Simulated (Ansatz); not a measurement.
## KTaO3: response to strain

Base system: KTaO3 in the cubic perovskite structure (space group Pm-3m, No. 221; a = 3.9520 Å).

Strains are applied to the cell and any free atomic positions relax.

The values are results of LDA/PAW in Ansatz (an electronic-structure program), no SOC, not measurements.

```json
[
 {"isotropic strain (%)": "-3", "pressure (GPa)": "24.4"},
 {"isotropic strain (%)": "-2.4", "pressure (GPa)": "?"},
 {"isotropic strain (%)": "-1.8", "pressure (GPa)": "13.4"},
 {"isotropic strain (%)": "-1.2", "pressure (GPa)": "8.5"},
 {"isotropic strain (%)": "-0.6", "pressure (GPa)": "4.1"},
 {"isotropic strain (%)": "0", "pressure (GPa)": "0.0"}
]
```

### Question
Fit P = P₀ − Bδ + Cδ² with δ = (1 + ε)³ − 1 to the rows shown and predict the withheld row.

### Answer
Least squares on the printed values gives P₀ = 0.0 GPa, B = 211 GPa, C = 776 GPa (largest residual 0.0 GPa); this predicts 18.7 GPa, and the run gives 18.7 GPa, in agreement.

Whether these cells are dynamically stable was not tested.
